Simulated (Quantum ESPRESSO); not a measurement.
Quantum ESPRESSO run on LaSe2 (P4/nmm, 6 atoms in the cell): self-consistent single point.

Method of the run: PBEsol, GBRV 1.5 ultrasoft (PBESOL) pseudopotentials (plane waves; Quantum ESPRESSO).

```yaml
crystal:
  lattice:
    - [4.22502, 0.00000, 0.00000]
    - [0.00000, 4.22502, 0.00000]
    - [0.00000, 0.00000, 8.69487]
  atoms:
    - { symbol: La, position: [0.00000, 0.50000, 0.72471] }
    - { symbol: La, position: [0.50000, 0.00000, 0.27529] }
    - { symbol: Se, position: [0.00000, 0.50000, 0.36564] }
    - { symbol: Se, position: [0.50000, 0.00000, 0.63436] }
    - { symbol: Se, position: [0.00000, 0.00000, 0.00000] }
    - { symbol: Se, position: [0.50000, 0.50000, 0.00000] }
```

Reference input (self-consistent single point, DFT, PBEsol, plane waves, GBRV 1.5 ultrasoft (PBESOL) pseudopotentials): ecutwfc = 40 Ry; ecutrho = 200 Ry; occupations = smearing; smearing = methfessel-paxton; degauss = 0.0073499 Ry; potentials = {La: la_pbesol_v1.uspp.F.UPF, Se: se_pbesol_v1.uspp.F.UPF}; K_POINTS = automatic 6 6 3 0 0 0; conv_thr = 1e-09 Ry; mixing_beta = 0.4. This run's input differs from it in these lines:

```diff
@@ -19,3 +19,3 @@
 &ELECTRONS
-   conv_thr = 1.0d-9
+   conv_thr = 1.0d-4
    mixing_beta = 0.4
```

Output (repeated stretches shortened):

```
     Self-consistent Calculation

     iteration #  1     ecut=    40.00 Ry     beta= 0.40

     Threshold (ethr) on eigenvalues was too large:
     Diagonalizing with lowered threshold

     negative rho (up, down):  1.354E-01 0.000E+00

     total energy              =    -378.33139972 Ry
     estimated scf accuracy    <       0.13539742 Ry

     iteration #  2     ecut=    40.00 Ry     beta= 0.40

     negative rho (up, down):  1.285E-01 0.000E+00

     WARNING: integrated charge=    45.99912892, expected=    46.00000000

     total energy              =    -378.36278460 Ry
     estimated scf accuracy    <       0.05728306 Ry

   [... lines left out ...]

     total energy              =    -378.36863820 Ry
     estimated scf accuracy    <       0.00211054 Ry

     iteration #  5     ecut=    40.00 Ry     beta= 0.40
     c_bands:  1 eigenvalues not converged

     negative rho (up, down):  1.093E-01 0.000E+00

     WARNING: integrated charge=    45.99997033, expected=    46.00000000

     total energy              =    -378.36902545 Ry
     estimated scf accuracy    <       0.00016447 Ry

     iteration #  6     ecut=    40.00 Ry     beta= 0.40
     c_bands:  2 eigenvalues not converged
     c_bands:  2 eigenvalues not converged

     negative rho (up, down):  1.093E-01 0.000E+00
     End of self-consistent calculation

     the Fermi energy is     9.2939 ev

!    total energy              =    -378.36908369 Ry
     estimated scf accuracy    <       0.00005611 Ry
     smearing contrib. (-TS)   =      -0.00003775 Ry
     internal energy E=F+TS    =    -378.36904594 Ry

     convergence has been achieved in   6 iterations

     negative rho (up, down):  1.093E-01 0.000E+00

     Forces acting on atoms (cartesian axes, Ry/au):

     atom    1 type  1   force =     0.00000000    0.00000000   -0.00066550
     atom    2 type  1   force =     0.00000000    0.00000000    0.00066550
     atom    3 type  2   force =     0.00000000    0.00000000   -0.00137178
     atom    4 type  2   force =     0.00000000    0.00000000    0.00137178
     atom    5 type  2   force =     0.00000000    0.00000000    0.00000000
   [... lines left out ...]
     Total force =     0.002156     Total SCF correction =     0.027135
   [... lines left out ...]

     negative rho (up, down):  1.093E-01 0.000E+00
          total   stress  (Ry/bohr**3)                   (kbar)     P=      -31.03
  -0.00020851   0.00000000   0.00000000          -30.67        0.00        0.00
   0.00000000  -0.00020851   0.00000000            0.00      -30.67        0.00
   0.00000000   0.00000000  -0.00021578            0.00        0.00      -31.74

   JOB DONE.
```

The run converged in 6 iterations. Against the reference run the free energy stays essentially unchanged (within 1 meV/atom), the pressure hardly changes (-3.00 to -3.10 GPa) and the largest force goes from 0.041 to 0.035 eV/Å. The full log also holds: “SCF correction compared to forces is large: reduce conv_thr to get better values”.

The starting cell comes from a database of computed structures (which also holds hypothetical and non-ambient phases and stackings), without a prior relaxation at this level. With a pressure of about -3 GPa the cell is away from its equilibrium volume at this level.

Cost on one core of a shared machine: roughly 2 min.
